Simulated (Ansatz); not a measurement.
Results of PBE0 (PAW; Ansatz, a first-principles code) for fluorite CoSi2.

Settings: plane-wave cutoff 460 eV, 10×10×10 k mesh, Fermi–Dirac smearing 0.05 eV, no spin polarisation, scalar-relativistic PAW data made under PBE.

Pressure at four volumes; x = ln(V/12.353 Å³). One pressure is withheld.

```csv
V (Å³/atom),x,P (GPa)
11.735,-0.0513,?
12.044,-0.0253,5.70
12.353,0.0000,0.18
12.970,0.0487,-8.84
```

Pass a parabola P(x) through the three rows shown, estimate the bulk modulus and its pressure derivative near zero pressure, and predict the withheld pressure.

Slopes between the rows: (0.18 − (5.70))/(0.0000 − (-0.0253)) = -218.18 and (-8.84 − (0.18))/(0.0487 − (0.0000)) = -185.22 GPa. Their difference over the span 0.0740 is c = 32.96/0.0740 = 445.4 GPa, so P(x) = 5.70 + (-218.18)(x − (-0.0253)) + 445.4 (x − (-0.0253))(x − (0.0000)). At the middle row B = −dP/dx = −[-218.18 + 445.4 × 0.0253] = 206.9 GPa, and B′ = dB/dP = 2c/B = 4.3. At x = -0.0513 the parabola gives 11.97 GPa; the run gives 12.02 GPa. The Birch–Murnaghan fit to the energies at all volumes has B0 = 205 GPa and B′ = 4.4.

Note: the run has no spin polarisation, so it can have missed a magnetic state.
